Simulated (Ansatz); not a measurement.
The parent structure is B (space group R-3m, No. 166; a = 4.8763 Å, c = 12.4993 Å (hexagonal axes)).

The values are results of PBEsol (Ansatz, a first-principles code, PAW, no spin-orbit coupling), not measurements.

One change was made to it. Results:

```tsv
quantity	base	after
c/a ratio	2.563	2.567
volume per atom	7.15 Å³	6.85 Å³
```

Question: Which change produced these results?
A. pressure 3 GPa
B. pressure 10 GPa
C. pressure 5 GPa

Answer: B, pressure 10 GPa. For comparison, the volume per atom in the other runs: pressure 5 GPa gives 6.99 Å³; pressure 3 GPa gives 7.05 Å³.

Load acts through the strain it causes; cell and atoms are relaxed under it. Stability against distortions was not tested. Competing high-pressure phases were not computed.
